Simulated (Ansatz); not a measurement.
We consider AlB2-type ZrB2, described by PBE-D3(BJ) (Ansatz, a first-principles code, plane waves, PAW).

Run with plane-wave cutoff 500 eV, 18×18×12 k mesh (along the axes of the cell as run), Fermi–Dirac smearing 0.05 eV, scalar-relativistic PAW data made under PBE.

Computed at the level's own relaxed cell.

Task: What does this level give for the equilibrium volume per atom, equilibrium lattice constant a and c axis length?

Result: 
- equilibrium volume per atom: 10.02 Å³/atom
- equilibrium lattice constant a: 3.145 Å
- c axis length: 3.510 Å

Measured, for comparison: lattice constant a 3.17 Å, lattice parameter c 3.532 Å (room temperature, no zero-point or thermal correction; as tabulated in Zhang et al. (2020), arXiv:1911.03307). Computed (rounded) less measured: lattice constant a -0.8 %, lattice parameter c -0.6 %. A static lattice is as a rule a little smaller and stiffer than an uncorrected measurement, which narrows the difference in the lattice constant a, lattice parameter c and would widen misses of the other sign.

Computed values are for the static lattice.

The result took very roughly 70 core-seconds.
